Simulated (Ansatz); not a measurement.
Consider C vacancy in 3C silicon carbide, neutral cell. All values below come from PBE, PAW (plane waves to 420 eV; Ansatz, a quantum-chemistry and plane-wave program).

Cell of 64 host sites held at the relaxed PBE lattice; a 2×2×2 k-point mesh shifted by half a step; Fermi-Dirac width 0.01 eV, spin-restricted; finite-size errors left in. Energies are static. The charge state is imposed; whether it is stable for some Fermi level was not computed. Forms of the defect that were not tried may lie lower.

Barriers: single points on a 3×3×3 k-point mesh shifted by half a step at the bands' geometries.

Relaxed starting cell (atoms counted from 1):

```yaml
crystal:
  lattice:
    - [8.76000, 0.00000, 0.00000]
    - [0.00000, 8.76000, 0.00000]
    - [0.00000, 0.00000, 8.76000]
  atoms:
    - { symbol: Si, position: [0.00070, 0.00086, 0.00234] }
    - { symbol: Si, position: [0.01136, 0.98591, 0.48860] }
    - { symbol: Si, position: [0.99901, 0.49978, 0.99865] }
    - { symbol: Si, position: [0.99751, 0.50351, 0.50246] }
    - { symbol: Si, position: [0.49678, 0.99994, 0.00319] }
    - { symbol: Si, position: [0.49762, 0.00086, 0.49926] }
    - { symbol: Si, position: [0.49996, 0.49908, 0.00000] }
    - { symbol: Si, position: [0.50131, 0.49978, 0.50094] }
    - { symbol: C, position: [0.12454, 0.12496, 0.87542] }
    - { symbol: C, position: [0.12454, 0.62496, 0.37542] }
    - { symbol: C, position: [0.12454, 0.62495, 0.87542] }
    - { symbol: C, position: [0.62454, 0.12496, 0.37542] }
    - { symbol: C, position: [0.62454, 0.12495, 0.87542] }
    - { symbol: C, position: [0.62454, 0.62495, 0.37542] }
    - { symbol: C, position: [0.62454, 0.62495, 0.87542] }
    - { symbol: Si, position: [0.01126, 0.26399, 0.26213] }
    - { symbol: Si, position: [0.00070, 0.24904, 0.74848] }
    - { symbol: Si, position: [0.99750, 0.74640, 0.24837] }
    - { symbol: Si, position: [0.99902, 0.75013, 0.75218] }
    - { symbol: Si, position: [0.49761, 0.24904, 0.25157] }
    - { symbol: Si, position: [0.49680, 0.24997, 0.74766] }
    - { symbol: Si, position: [0.50131, 0.75013, 0.24989] }
    - { symbol: Si, position: [0.49997, 0.75084, 0.75084] }
    - { symbol: C, position: [0.12679, 0.37983, 0.12309] }
    - { symbol: C, position: [0.12230, 0.37983, 0.62774] }
    - { symbol: C, position: [0.12229, 0.87008, 0.12308] }
    - { symbol: C, position: [0.12680, 0.87008, 0.62775] }
    - { symbol: C, position: [0.62367, 0.37311, 0.12565] }
    - { symbol: C, position: [0.62543, 0.37311, 0.62519] }
    - { symbol: C, position: [0.62542, 0.87680, 0.12564] }
    - { symbol: C, position: [0.62367, 0.87680, 0.62519] }
    - { symbol: Si, position: [0.23772, 0.98592, 0.26225] }
    - { symbol: Si, position: [0.24839, 0.00086, 0.74849] }
    - { symbol: Si, position: [0.25158, 0.50351, 0.24838] }
    - { symbol: Si, position: [0.25008, 0.49978, 0.75218] }
    - { symbol: Si, position: [0.75147, 0.00086, 0.25158] }
    - { symbol: Si, position: [0.75231, 0.99993, 0.74764] }
    - { symbol: Si, position: [0.74778, 0.49978, 0.24989] }
    - { symbol: Si, position: [0.74912, 0.49908, 0.75084] }
    - { symbol: C, position: [0.36587, 0.12264, 0.13410] }
    - { symbol: C, position: [0.36589, 0.12726, 0.61676] }
    - { symbol: C, position: [0.37646, 0.62703, 0.12349] }
    - { symbol: C, position: [0.37647, 0.62288, 0.62734] }
    - { symbol: C, position: [0.88320, 0.12726, 0.13407] }
    - { symbol: C, position: [0.88323, 0.12264, 0.61673] }
    - { symbol: C, position: [0.87262, 0.62288, 0.12349] }
    - { symbol: C, position: [0.87262, 0.62703, 0.62734] }
    - { symbol: Si, position: [0.24839, 0.24904, 0.00236] }
    - { symbol: Si, position: [0.23782, 0.26397, 0.48869] }
    - { symbol: Si, position: [0.25007, 0.75013, 0.99866] }
    - { symbol: Si, position: [0.25159, 0.74640, 0.50246] }
    - { symbol: Si, position: [0.75229, 0.24997, 0.00317] }
    - { symbol: Si, position: [0.75148, 0.24904, 0.49926] }
    - { symbol: Si, position: [0.74912, 0.75084, 0.99999] }
    - { symbol: Si, position: [0.74778, 0.75013, 0.50095] }
    - { symbol: C, position: [0.37687, 0.37983, 0.37317] }
    - { symbol: C, position: [0.37432, 0.37310, 0.87629] }
    - { symbol: C, position: [0.37689, 0.87008, 0.37767] }
    - { symbol: C, position: [0.37432, 0.87680, 0.87455] }
    - { symbol: C, position: [0.87222, 0.37983, 0.37766] }
    - { symbol: C, position: [0.87477, 0.37310, 0.87454] }
    - { symbol: C, position: [0.87220, 0.87008, 0.37316] }
    - { symbol: C, position: [0.87477, 0.87680, 0.87629] }
```

End state 1 differs by these moves (Å; atoms that move under 0.08 Å are left out):

```
atom  element     Δx     Δy     Δz
----  -------  -----  -----  -----
2          Si  -0.09   0.14   0.11
4          Si   0.12  -0.13  -0.14
16         Si  -0.12  -0.14  -0.13
17         Si   0.09   0.11   0.14
25          C   0.00  -2.25  -2.25
32         Si   0.11   0.11  -0.10
35         Si  -0.11  -0.10   0.11
40          C   0.09   0.00  -0.06
41          C   0.00   0.06   0.06
43          C  -0.09  -0.06   0.00
44          C  -0.09  -0.04  -0.09
45          C   0.00   0.10   0.10
47          C   0.09  -0.09  -0.04
60          C   0.00  -0.06  -0.06
```

Problem. Give the forward and backward barriers to end state 1 at the level PBE, PAW.

Solution. forward 3.70 eV, backward 3.70 eV; at the saddle point atom 25 has neighbours Si at 1.81, 2 Si at 2.11, 2 Si at 2.23 Å. The saddle point's order was not checked, and it lies on a symmetry element of the cell, where a band can be held.
